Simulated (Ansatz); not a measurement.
**ZrB2 under a change: uniaxial strain ε_zz = −0.50 %**

Base system: ZrB₂ (space group P6/mmm, No. 191; a = 3.171 Å, c = 3.542 Å; relaxed with 0.1 eV smearing). Axes: x lies along a and z along c of the hexagonal cell.

Now apply this change: uniaxial strain ε_zz = −0.50 %, all other strain components held at zero; the atoms relax in the strained cell.

All numbers come from Ansatz (a quantum-chemistry and plane-wave program), PBE, PAW, cutoff 420 eV, no spin-orbit coupling. k-mesh 21×21×16 (Γ-centred); smearing 0.1 eV (Fermi–Dirac).

```csv
quantity,base,changed,shift
volume per atom,10.28 Å³,10.23 Å³,-0.05 Å³
shortest interatomic distance,1.831 Å,1.831 Å,0.000 Å
energy relative to the base (free energy F),0 meV/atom,+0.3 meV/atom,+0.3 meV/atom
"pressure (mean of the normal stresses, compression positive)",0.0 GPa,1.1 GPa,+1.1 GPa
band gap,zero,zero,–
"stress (xx, yy, zz, yz, xz, xy; compression positive)",–,"(0.6, 0.6, 2.2, 0.0, 0.0, 0.0) GPa",–
```

No phonon test of stability was made. The final runs are not spin-polarised.
